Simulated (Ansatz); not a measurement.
# ZrSe2: stress against strain

ZrSe2 (1T layered, P-3m1, 24.290 Å³/atom at rest, c along z) under a strain ε along c (axis z), the other axes held. PBE-D3(BJ) in Ansatz, a plane-wave DFT program (PAW, default set), 420 eV, 14×14×8 Γ-centred mesh, Fermi-Dirac smearing 0.05 eV; ions are relaxed within the symmetry of each cell. Stress is positive for a compressed cell.

Here s stands for strain and y for stress zz.

| strain (%) | stress zz (GPa) |
|---|---|
| -1.50 | 0.83 |
| -1.00 | 0.53 |
| -0.50 | 0.26 |
| 0.00 | 0.00 |
| 0.50 | -0.23 |
| 1.00 | -0.44 |
| 1.50 | -0.63 |
| 3.00 | ? |

Fit y of the 7 rows that show it with a straight line. Means: s 0, y 0.046. About the means, the sum of products is -3.4050 and the sum of squares of s is 7.0000; the slope is their ratio. Least squares gives y = 0.046 - 0.4864·s. Residuals (row less fit): 0.054, -0.002, -0.029, -0.046, -0.033, 0.000, 0.054; standard error 0.044 (degrees of freedom: 5). The slope gives the elastic constant C33 = 49 ± 1.7 GPa.

Task: Estimate the missing y (s = 3.00); what did the run itself give?

Result: y = 0.046 - 0.4864 × 3.0 = -1.413 GPa. The calculation gives -1.13 GPa, 0.283 GPa above the prediction (14.4 % of the range of y in the table). The row lies outside the fitted rows, so this is an extrapolation. From the scatter of the fitted rows alone, a prediction at this place has a standard error of 0.069 GPa, so the miss is 4.1 times that.

One order more, fitted to all 13 runs of the series, follows each within 0.03, so the miss is the next term of a smooth law. This level leaves no gap over 0.05 eV at strain -1.50, -1.00, -0.50, 0.00, where the mesh may be coarse. Rows are the converged runs of the series near zero and its far end; series whose fitted rows scatter by over a few per cent of the range, as at a crossing or softening among them, aren't shown in this form. Most that stay on the fit to the last digits aren't either.
